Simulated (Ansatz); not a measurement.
**TiB₂ (model structure, started from the CrSi2 type, P6₂22, No. 180, 9 atoms in the cell): volume per atom by level of theory**

No measured value is used here.

| level (code) | value (Å³/atom) |
|---|---|
| PBE (Ansatz) | ___ |
| PBEsol (Ansatz) | 9.91 |
| PBE-D3(BJ) (Ansatz) | 9.83 |

### Question
Complete the blanks.

### Answer

- PBE (Ansatz, an electronic-structure program), value (Å³/atom): 10.19

Ansatz's density-functional and Hartree–Fock values are scalar-relativistic unless marked +SOC, with PAW data made under PBE.

A model structure was made by putting elements into a prototype or built by hand; it is no filed structure, need not be a known phase, and can be a saddle point held by its symmetry.
